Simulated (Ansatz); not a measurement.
## Sb on the N site (metastable zinc-blende AlN host)

Computed with PBE, PAW (plane waves to 420 eV; Ansatz, an electronic-structure program). Cell: 64 sites, 2×2×2; final energies on a 2×2×2 shifted mesh. Site at the start: the N site. Charged cells carry a point-charge image correction with potential alignment at far atoms. Dielectric constants: PBE linear response of the host. Host gap at this level: 3.31 eV. Finite-size and sampling errors can reach tenths of an eV here. Levels are measured in PBE's own, too narrow, gap. Spin–orbit coupling is left out, which matters for these heavy elements. Each state is the lowest found from its start.

| charge | moment (μB) | largest move off a lattice site (Å) | image correction with alignment (eV) |
|---|---|---|---|
| +1 | 1.0 | 0.49 | 0.66 |
| 0 | not spin-polarised | 0.45 | 0.00 |
| −1* | 1.0 | 0.47 | – |

* At this level the carrier isn't localised at the defect: at charge −1 electrons occupy the conduction band. Such a state is shallow or no state of the defect, and this cell gives it no level.

Transition levels above the valence-band maximum: ε(+1/0) = 1.25 eV. On the lower envelope of the bound states, inside the gap: (+1/0) at 1.25 eV.

Flagged in the runs: a doubtful potential alignment.
